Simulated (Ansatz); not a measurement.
Worked calculations on one periodic cell of amorphous Si30N44Hf3: Si30N44Hf3, 77 atoms, volume 870.1 Å³, made by a melt-quench on the CHGNet potential and relaxed with DFT. N atoms were pushed apart under 1.9 Å during the dynamics, to hinder bonds among them. It is a model cell: composition and starting density were chosen by hand, and all elements were melted together. Cycles of charging were run to anneal it. These are PBE, scalar-relativistic without spin-orbit coupling (plane waves to 420 eV, PAW; Ansatz, a program for electronic structure) values and carry that method's errors. Sampling: a 2×2×2 Γ-centred mesh; Fermi-Dirac width 0.02 eV; no spin polarisation. Its volume was held where the quench left it, its shape was held as a cube, and it stands at a mean pressure of 2.5 GPa with stress components up to 4.1 GPa; the relaxation ran on the zone centre alone. Its density went from a set 3.81 to 3.81 g/cm³. The cell is small and was quenched far faster than a real film, so it is one sample of the glass.

Task: Count formal charges (Si +4, N -3, Hf +4). What does the count lead one to expect at the Fermi level, and what does the calculation give?

Result: 30 × (+4) + 44 × (-3) + 3 × (+4) = 0. The charges balance, so the anion-derived valence states can be full and a gap can open. On this mesh the highest filled and lowest empty level lie 2.09 eV apart, the PBE gap of this cell.

Four energies for a hole at PBE on the zone centre alone (charged cells in a uniform background, spin-polarised): neutral at the neutral geometry -83194.299 eV; charged at the neutral geometry -83202.786 eV; charged and relaxed -83202.890 eV; neutral at the charged geometry -83194.154 eV.

Task: Find the two relaxation energies and their sum, the reorganisation energy.

Result: On charging: -83202.786 − (-83202.890) = 0.104 eV. On discharging: -83194.154 − (-83194.299) = 0.145 eV. The sum is 0.249 eV. The carrier's level spreads over 13 of the 77 atoms' worth, so it counts as partly localised, most on one N atom with neighbours Si 1.66 Å, Si 1.68 Å, Si 1.94 Å (neutral geometry). The values are uncorrected: the image energy of a point charge in this cell, 2.84 × 14.40 / (2 × 9.5) = 2.1 eV before screening, is screened by electrons alone at the fixed geometry and by ions too after relaxing, and the carrier can be spread before it relaxes, so each term can be off by up to that value times 1/ε∞, some tenths of an eV. PBE's self-interaction favours spread-out carriers, so a hybrid can localise more.
